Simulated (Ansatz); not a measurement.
C under load (space group P6_3/mmc), r2SCAN, rigid bands in Ansatz (a first-principles code). Condition of this run: uniaxial stress along c of -11 GPa (compression positive) (the target of the relaxation). Band gap 3.59 eV, N_c = 1.18e19 cm⁻³ and N_v = 1.82e19 cm⁻³ at 300 K, conductivity masses along y (a = (2.50, 0.00, 0.00) Å; b = (-1.25, 2.16, 0.00) Å; c = (0.00, 0.00, 4.20) Å) of 0.459 mₑ (electrons) and 0.440 mₑ (holes). Take k_BT = 0.02585 eV.

### Question
Find the intrinsic carrier density and the intrinsic Fermi level.

### Answer
n_i = √(N_c N_v) exp(−E_g/2k_BT) = 1.47e19 × exp(−69.43) = 1.0e-11 cm⁻³. The level lies (k_BT/2) ln(N_v/N_c) = 6 meV from mid-gap (positive towards the conduction band). Each 0.1 eV added to the gap lowers n_i by a factor of 6.9.

### Question
What thermal injection velocity √(2k_BT/πm) limits a ballistic channel along the direction named?

### Answer
7.94e6 cm/s for electrons and 8.11e6 cm/s for holes, a ratio of √(m_h/m_e) = 0.979, for dilute carriers.

### Question
A film of it is 5 nm thick, with its normal along the direction named. Estimate the confinement energies in an infinite well.

### Answer
ħ²π²/(2m t²) = 0.376 eV·nm²/(m/mₑ × t²) gives 32.8 meV for electrons and 34.2 meV for holes, so the gap would widen to about 3.66 eV. Finite barriers and nonparabolic bands lower this, and with several valleys or bands the heaviest mass along the normal sets the lowest level, not this average.

Rigid bands with the computed gap; masses take one relaxation time for all states. Spin-orbit coupling is left out. Geometry: cell and atoms relaxed with PBEsol.
